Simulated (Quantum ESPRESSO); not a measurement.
Worked example: self-consistent single point of ScRu3C (Pm-3m, 5 atoms in the cell) in Quantum ESPRESSO.

Method of the run: LDA (PZ), GBRV 1.5 ultrasoft (LDA) pseudopotentials (plane waves; Quantum ESPRESSO 7.5).

```yaml
crystal:
  lattice:
    - [4.06131, 0.00000, 0.00000]
    - [0.00000, 4.06131, 0.00000]
    - [0.00000, 0.00000, 4.06131]
  atoms:
    - { symbol: Sc, position: [0.00000, 0.00000, 0.00000] }
    - { symbol: Ru, position: [0.00000, 0.50000, 0.50000] }
    - { symbol: Ru, position: [0.50000, 0.00000, 0.50000] }
    - { symbol: Ru, position: [0.50000, 0.50000, 0.00000] }
    - { symbol: C, position: [0.50000, 0.50000, 0.50000] }
```

Reference input (self-consistent single point, DFT, PBEsol, plane waves, GBRV 1.5 ultrasoft (PBESOL) pseudopotentials): ecutwfc = 50 Ry; ecutrho = 400 Ry; occupations = smearing; smearing = fermi-dirac; degauss = 0.0073499 Ry; potentials = {Sc: sc_pbesol_v1.uspp.F.UPF, Ru: ru_pbesol_v1.2.uspp.F.UPF, C: c_pbesol_v1.2.uspp.F.UPF}; K_POINTS = automatic 7 7 7 0 0 0; conv_thr = 1e-10 Ry; mixing_beta = 0.3. This run's input differs from it in these lines:

```diff
@@ -23,5 +23,5 @@
 ATOMIC_SPECIES
-Sc    44.9559  sc_pbesol_v1.uspp.F.UPF
-Ru   101.0700  ru_pbesol_v1.2.uspp.F.UPF
-C     12.0110  c_pbesol_v1.2.uspp.F.UPF
+Sc    44.9559  sc_lda_v1.uspp.F.UPF
+Ru   101.0700  ru_lda_v1.2.uspp.F.UPF
+C     12.0110  c_lda_v1.2.uspp.F.UPF
 ATOMIC_POSITIONS {crystal}
```

Output (repeated stretches shortened):

```
     Self-consistent Calculation

     iteration #  1     ecut=    50.00 Ry     beta= 0.30

     negative rho (up, down):  2.004E-01 0.000E+00

     total energy              =    -688.58466717 Ry
     estimated scf accuracy    <       4.66244170 Ry

     iteration #  2     ecut=    50.00 Ry     beta= 0.30

     negative rho (up, down):  1.995E-01 0.000E+00

     total energy              =    -689.24687183 Ry
     estimated scf accuracy    <       0.35162030 Ry

     iteration #  3     ecut=    50.00 Ry     beta= 0.30

     negative rho (up, down):  1.992E-01 0.000E+00

     total energy              =    -689.23796632 Ry
     estimated scf accuracy    <       0.08024339 Ry

   [... 12 blocks of this kind left out ...]

     iteration # 16     ecut=    50.00 Ry     beta= 0.30

     negative rho (up, down):  1.984E-01 0.000E+00

     total energy              =    -689.26036033 Ry
     estimated scf accuracy    <          1.0E-09 Ry

     iteration # 17     ecut=    50.00 Ry     beta= 0.30

     negative rho (up, down):  1.984E-01 0.000E+00
     End of self-consistent calculation

     the Fermi energy is    18.2999 ev

!    total energy              =    -689.26036033 Ry
     estimated scf accuracy    <          3.2E-11 Ry
     smearing contrib. (-TS)   =      -0.00835766 Ry
     internal energy E=F+TS    =    -689.25200267 Ry

     convergence has been achieved in  17 iterations

     negative rho (up, down):  1.984E-01 0.000E+00

     Forces acting on atoms (cartesian axes, Ry/au):

     atom    1 type  1   force =     0.00000000    0.00000000    0.00000000
   [... zero for the other atoms too ...]

     Total force =     0.000000     Total SCF correction =     0.000000

     negative rho (up, down):  1.984E-01 0.000E+00
          total   stress  (Ry/bohr**3)                   (kbar)     P=     -104.63
  -0.00071124   0.00000000   0.00000000         -104.63        0.00        0.00
   0.00000000  -0.00071124   0.00000000            0.00     -104.63        0.00
   0.00000000   0.00000000  -0.00071124            0.00        0.00     -104.63

   JOB DONE.
```

The run converged in 17 iterations. Against the reference run the pressure goes from -5.46 to -10.46 GPa.

The starting cell comes from a database of computed structures (which also holds hypothetical and non-ambient phases and stackings), without a prior relaxation at this level. Spin polarisation is off. With a pressure of about -10 GPa the cell is away from its equilibrium volume at this level.

Cost on one core of a shared machine: roughly 80 s.
